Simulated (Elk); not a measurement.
# Elk run on HgPd5Se (P4/mmm, 7 atoms in the cell): self-consistent single point

Level of theory: PBEsol, all-electron FP-LAPW, Elk's shipped species files, LAPW+lo basis in Elk.

Input:

```
tasks
  0

xctype
  22

rgkmax
  7.5

gmaxvr
  16.0

nxoapwlo
  1

rmtscf
  0.9

stype
  0

swidth
  0.00999582

maxscl
  100

scale
  7.646606688

avec
    1.0000000000    0.0000000000    0.0000000000
    0.0000000000    1.0000000000    0.0000000000
    0.0000000000    0.0000000000    1.7609634219

atoms
  3
  'Hg.in'
  1
  0.5000000000  0.5000000000  0.0000000000    0.0 0.0 0.0
  'Pd.in'
  5
  0.0000000000  0.0000000000  0.0000000000    0.0 0.0 0.0
  0.5000000000  0.0000000000  0.7133900000    0.0 0.0 0.0
  0.5000000000  0.0000000000  0.2866100000    0.0 0.0 0.0
  0.0000000000  0.5000000000  0.7133900000    0.0 0.0 0.0
  0.0000000000  0.5000000000  0.2866100000    0.0 0.0 0.0
  'Se.in'
  1
  0.0000000000  0.0000000000  0.5000000000    0.0 0.0 0.0

ngridk
  6 6 3
```

The program printed (abridged):

```
│ Elk code version 10.2.4 │

All units are atomic (Hartree, Bohr, etc.)

│ Ground-state run starting from atomic densities │

Lattice vectors :
   7.646606688       0.000000000       0.000000000
   0.000000000       7.646606688       0.000000000
   0.000000000       0.000000000       13.46539468

Unit cell volume      :    787.3296232
Brillouin zone volume :   0.3150525601

Muffin-tin inner radius fraction :   0.1000000000E-01

Nuclei treated as point charges

Species :    1 (Hg)
 parameters loaded from : Hg.in
 name : mercury
 nuclear charge    :   -80.00000000
 electronic charge :    80.00000000
 atomic mass :    365653.2012
 muffin-tin radius :    2.520000000
 number of radial points in muffin-tin :    697
 atomic positions (lattice), magnetic fields (Cartesian) :
   1 :   0.00000000  0.00000000  0.00000000    0.00000000  0.00000000  0.00000000

Species :    2 (Pd)
 parameters loaded from : Pd.in
 name : palladium
 nuclear charge    :   -46.00000000
 electronic charge :    46.00000000
 atomic mass :    193991.7925
 muffin-tin radius :    2.340000000
 number of radial points in muffin-tin :    497
 atomic positions (lattice), magnetic fields (Cartesian) :
   1 :   0.50000000  0.50000000  0.00000000    0.00000000  0.00000000  0.00000000
   2 :   0.00000000  0.50000000 -0.28661000    0.00000000  0.00000000  0.00000000
   3 :   0.00000000  0.50000000  0.28661000    0.00000000  0.00000000  0.00000000
   4 :   0.50000000  0.00000000 -0.28661000    0.00000000  0.00000000  0.00000000
   5 :   0.50000000  0.00000000  0.28661000    0.00000000  0.00000000  0.00000000

Species :    3 (Se)
 parameters loaded from : Se.in
 name : selenium
 nuclear charge    :   -34.00000000
 electronic charge :    34.00000000
 atomic mass :    143935.2748
 muffin-tin radius :    2.160000000
 number of radial points in muffin-tin :    497
 atomic positions (lattice), magnetic fields (Cartesian) :
   [... lines left out ...]
Maximum (1/2)|G+k|²                   :    5.136423406
Maximum |G| for potential and density :    16.00000000
 potential will be trimmed for |G| > 2 gkmax
Constant for pseudocharge density :   10
Radial integration step length :    4

G-vector grid sizes :     40    40    70
Number of G-vectors :    54557

Maximum angular momentum used for
 APW functions                      :    8
 outer part of muffin-tin           :    6
 inner part of muffin-tin           :    1

Total nuclear charge    :   -344.0000000
Total core charge       :    220.0000000
Total valence charge    :    124.0000000
Total excess charge     :    0.000000000
Total electronic charge :    344.0000000

Effective Wigner radius, rₛ :   0.8175290242

Number of empty states         :   28
Total number of valence states :   90
Total number of core states    :  220

Total number of local-orbitals :  122

Exchange-correlation functional :     22     0     0
 PBEsol, Phys. Rev. Lett. 100, 136406 (2008)
 gradient requirement :    1
 generalised gradient approximation (GGA)

Smearing type :    0
 Gaussian
Smearing width :   0.9995820000E-02
Effective electronic temperature (K) :    3156.430308

Mixing type :    3
 Broyden mixing, J. Phys. A: Math. Gen. 17, L317 (1984)

Kohn-Sham potential initialised from atomic data
│ Self-consistent loop started │
│ Loop number : 1 │
 total energy                :     -47263.9729233
│ Loop number : 2 │
 total energy                :     -47266.6927167
RMS change in Kohn-Sham potential (target) :   0.3071247242     (  0.1000000000E-05)
Absolute change in total energy (target)   :    2.719793432     (  0.1000000000E-03)
│ Loop number : 3 │
 total energy                :     -47282.2719740
RMS change in Kohn-Sham potential (target) :   0.2324887937     (  0.1000000000E-05)
Absolute change in total energy (target)   :    16.25920568     (  0.1000000000E-03)
│ Loop number : 4 │
 total energy                :     -47288.6010931
RMS change in Kohn-Sham potential (target) :   0.1911189552     (  0.1000000000E-05)
Absolute change in total energy (target)   :    10.39392051     (  0.1000000000E-03)
│ Loop number : 5 │
 total energy                :     -47291.4945139
RMS change in Kohn-Sham potential (target) :   0.1750662345     (  0.1000000000E-05)
Absolute change in total energy (target)   :    5.491900887     (  0.1000000000E-03)
   [... lines left out ...]
Absolute change in total energy (target)   :   0.1980695104E-01 (  0.1000000000E-03)
│ Loop number : 14 │
 total energy                :     -47308.4970090
RMS change in Kohn-Sham potential (target) :   0.1884966755E-04 (  0.1000000000E-05)
Absolute change in total energy (target)   :   0.1067134071E-03 (  0.1000000000E-03)
│ Loop number : 15 │
 total energy                :     -47308.4976266
RMS change in Kohn-Sham potential (target) :   0.5962898939E-05 (  0.1000000000E-05)
Absolute change in total energy (target)   :   0.5909028259E-03 (  0.1000000000E-03)
│ Loop number : 16 │
 total energy                :     -47308.4974505
RMS change in Kohn-Sham potential (target) :   0.1531145014E-05 (  0.1000000000E-05)
Absolute change in total energy (target)   :   0.2837342618E-04 (  0.1000000000E-03)
│ Loop number : 17 │
 total energy                :     -47308.4974925
RMS change in Kohn-Sham potential (target) :   0.7409255371E-06 (  0.1000000000E-05)
Absolute change in total energy (target)   :   0.3496879799E-04 (  0.1000000000E-03)
Convergence targets achieved

│ Loop number : 18 │

Energies :
 Fermi                       :     0.323664340243
 sum of eigenvalues          :     -28574.9753127
 electron kinetic            :      51501.6964591
 core electron kinetic       :      50225.5072538
 Coulomb                     :     -97646.4407037
 Coulomb potential           :     -78546.7127159
 nuclear-nuclear             :     -4151.61414155
 electron-nuclear            :     -108442.940408
 Hartree                     :      14948.1138463
 Madelung                    :     -58373.0843458
 xc potential                :     -1529.95905595
 exchange                    :     -1142.58974822
 correlation                 :     -21.1634914383
 total energy                :     -47308.4974843

Density of states at Fermi energy :    74.56536252
 (states/Hartree/unit cell)

Estimated indirect band gap :   0.8621310855E-03
 from k-point      4 to k-point     19
Estimated direct band gap   :   0.6262823682E-02
 at k-point     20

Charges :
 core                        :    220.0000000
 valence                     :    124.0000000
 interstitial                :    12.01828741
 muffin-tins (core leakage)
  species :    1 (Hg)
   atom    1                 :    78.32493008     (  0.3451635975E-03)
  species :    2 (Pd)
   atom    1                 :    44.34883147     (  0.4842866019E-07)
   atom    2                 :    44.39095997     (  0.4857879432E-07)
   atom    3                 :    44.39095997     (  0.4857879432E-07)
   atom    4                 :    44.39095997     (  0.4857879432E-07)
   atom    5                 :    44.39095997     (  0.4857879432E-07)
  species :    3 (Se)
   atom    1                 :    31.74411119     (  0.2796102884E-03)
 total in muffin-tins        :    331.9817126
 total calculated charge     :    344.0465708
 total charge                :    344.0000000
 error                       :   0.4657084299E-01

│ Self-consistent loop stopped │
```

The run converged in 18 iterations. The count includes the last loop, which Elk runs after its targets are met.

The starting cell comes from a database of computed structures (which also holds hypothetical and non-ambient phases and stackings), without a prior relaxation at this level. Spin-orbit coupling is off. Spin polarisation is off. Values depend on the basis (sphere radii, cutoffs, local orbitals), which need not be converged. The log's line on a gap gives a spacing of levels on this mesh, which the program prints for metals too.

Cost on one core of a shared machine: roughly 80 s.
